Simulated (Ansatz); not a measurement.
The starting structures come from a database of crystals and need not be the phases stable at ambient conditions.

 Where the default PAW files enter, the runs use the earlier of Ansatz's two default sets.

Input:

```yaml
crystal:
  lattice:
    - [4.16811, 0.00000, 0.00000]
    - [-2.08406, 3.60969, 0.00000]
    - [0.00000, 0.00000, 6.83999]
  atoms:
    - { symbol: In, position: [0.66667, 0.33333, 0.50020] }
    - { symbol: In, position: [0.33333, 0.66667, 0.00020] }
    - { symbol: P, position: [0.66667, 0.33333, 0.87480] }
    - { symbol: P, position: [0.33333, 0.66667, 0.37480] }
```

Space group of this cell: P6_3mc, wurtzite. The cell is taken as given.

Level of theory: r2SCAN (plane waves, PAW; Ansatz, an electronic-structure program).

The current runs along the normal of the first two printed vectors; no spin-orbit coupling. Scaled by the factor s: the length along the current (ions clamped). The meshes follow the cell: 12×12×6 and 12×12 across at s = 0.97, 12×12×6 and 12×12 across at s = 1.00, 12×12×4 and 12×12 across at s = 1.03.

```json
[
 {"s": "0.97", "mean pressure (GPa)": "2.5", "band gap (eV)": "?"},
 {"s": "1.00", "mean pressure (GPa)": "0.1", "band gap (eV)": "1.10"},
 {"s": "1.03", "mean pressure (GPa)": "-1.7", "band gap (eV)": "0.85"}
]
```

### Question
Take the slope of the band gap against ln s from the two given rows, extrapolate to s = 0.97, and say what the run there gives.

### Answer
Slope = (0.85 − 1.10) / ln 1.03 = -8.46 eV. The line gives 1.10 + (-8.46) × ln 0.97 = 1.36 eV. The run gives 1.34 eV, 0.02 eV under the line, 7 % of the predicted step.
